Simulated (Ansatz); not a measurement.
ZnS (F-43m), PBEsol with spin-orbit coupling, rigid bands run with Ansatz (a first-principles code): Condition of this run: hydrostatic pressure 5 GPa (the target of the relaxation). band gap 2.31 eV, N_c = 2.03e18 cm⁻³ and N_v = 4.51e19 cm⁻³ at 300 K, conductivity masses of 0.190 mₑ (electrons) and 0.786 mₑ (holes). Take k_BT = 0.02585 eV.

Find the intrinsic carrier density and the intrinsic Fermi level.

n_i = √(N_c N_v) exp(−E_g/2k_BT) = 9.57e18 × exp(−44.68) = 3.8e-1 cm⁻³. The level lies (k_BT/2) ln(N_v/N_c) = 40 meV from mid-gap (positive towards the conduction band). Each 0.1 eV added to the gap lowers n_i by a factor of 6.9.

What thermal injection velocity √(2k_BT/πm) limits a ballistic channel?

1.23e7 cm/s for electrons and 6.07e6 cm/s for holes, a ratio of √(m_h/m_e) = 2.03, for dilute carriers.

Rigid, parabolic bands with the computed gap; masses take one relaxation time for all states.
